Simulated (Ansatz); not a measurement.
The (0001) surface of hcp Ru, clean 1x1 (bottom of the slab: a bare face, its two planes held)

All values below come from PBE (plane waves to 420 eV, PAW; Ansatz, a quantum-chemistry and plane-wave program).

Model: 6-atom slab, 10.7 Å thick at the start with caps and adatoms (thin: gaps and levels are the slab's own), 16x16x1 mesh, Fermi-Dirac 0.1 eV, dipole correction, 2 atoms held, the rest relaxed; start symmetry kept, larger cells not searched; no spin, no spin-orbit, no U.

The work function of the top face is 4.98 eV, the energy released by relaxation comes out as 0.038 eV and the cost is around 2.1 core-minutes (rough).
